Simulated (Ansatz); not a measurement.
How far PBE and PBEsol part for CaF2, electrons 1.0×10^22 cm⁻³

Base system: CaF2 in the fluorite structure (space group Fm-3m, No. 225; a = 5.511 Å).

(Cell as relaxed with PBE.)

Levels (all Ansatz, a quantum-chemistry and plane-wave program, PAW): PBE (420 eV, scalar-relativistic without spin-orbit coupling); PBEsol (420 eV, no spin-orbit coupling).

Each level relaxes its own structure.

| base | PBE | PBEsol |
|---|---|---|
| volume per atom | 13.95 Å³ | 13.27 Å³ |
| lattice parameter a | 551.1 pm | 542.1 pm |
| band gap | 7.14 eV | 7.25 eV |

The change: electrons 1.0×10^22 cm⁻³, on a uniform background at fixed cell.

| quantity | PBE | PBEsol |
|---|---|---|
| shift of the gap caused by the change | -0.48 eV | (withheld) |
| gap between the host's bands | 6.67 eV | (withheld) |
| gap character | indirect, X → Γ | (withheld) |

Question: Given the PBE results, estimate those of PBEsol.

Answer: 
- shift of the gap caused by the change, PBEsol: -0.44 eV
- gap between the host's bands, PBEsol: 6.81 eV
- gap character, PBEsol: indirect, X → Γ

PBE's shift of the gap caused by the change lies 0.04 eV below PBEsol's; PBE's gap between the host's bands lies 0.145 eV below PBEsol's; the two agree on the gap character. Neither level is exact; PBEsol is the comparison here, not a measurement.

Carriers are added with a uniform compensating background; total energy and stress of such cells depend on the potential's zero and are not compared; many-body gap narrowing is missing at this level. Whether these cells are dynamically stable was not tested.
